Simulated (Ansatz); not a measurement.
The reference is BaTiO3 (space group P4mm, No. 99; a = 3.985 Å, c = 4.201 Å).

Structures relaxed with plane-wave PAW DFT at the PBE level (Ansatz, an electronic-structure program, 420 eV), scalar-relativistic without spin-orbit coupling.

Base:

Simulated powder pattern, Co Kα, λ = 1.79026 Å (kinematic, ideal powder, no thermal factors, no anomalous dispersion; the 14 strongest lines at most, above 2 %, up to 2θ = 90°):

| 2θ (°) | I/Imax (%) | hkl |
|---|---|---|
| 24.60 | 10 | (001) |
| 25.96 | 18 | (100) |
| 36.07 | 100 | (101) |
| 37.04 | 46 | (110) |
| 44.97 | 36 | (111) |
| 50.44 | 18 | (002) |
| 53.38 | 31 | (200) |
| 57.59 | 5.6 | (102) |
| 64.21 | 19 | (112) |
| 66.12 | 35 | (211) |
| 76.51 | 19 | (202) |
| 78.88 | 9.3 | (220) |
| 85.30 | 9.7 | (103) |
| 89.93 | 8.4 | (301) |

It is then changed as follows: a hydrostatic pressure of 5 GPa.

**Question.** Where do the lines fall after the change?

**Answer.** 
Simulated powder pattern, Co Kα, λ = 1.79026 Å (kinematic, ideal powder, no thermal factors, no anomalous dispersion; the 14 strongest lines at most, above 2 %, up to 2θ = 90°):

| 2θ (°) | d (Å) | I/Imax (%) | hkl |
|---|---|---|---|
| 25.51 | 4.054 | 9.9 | (001) |
| 26.09 | 3.966 | 19 | (100) |
| 36.81 | 2.835 | 100 | (101) |
| 37.23 | 2.805 | 48 | (110) |
| 45.67 | 2.306 | 37 | (111) |
| 52.41 | 2.027 | 17 | (002) |
| 53.66 | 1.983 | 32 | (200) |
| 59.46 | 1.805 | 5.2 | (102) |
| 60.33 | 1.781 | 4.8 | (201) |
| 66.03 | 1.643 | 19 | (112) |
| 66.85 | 1.625 | 36 | (211) |
| 78.32 | 1.418 | 20 | (202) |
| 79.34 | 1.402 | 9.8 | (220) |
| 88.82 | 1.279 | 9.1 | (103) |

The indices refer to the base's conventional cell; one index is shown for lines that coincide.

Load acts through the strain it causes; cell and atoms are relaxed under it. Stability against distortions was not tested. No other phases were tried under pressure. The final runs are not spin-polarised.
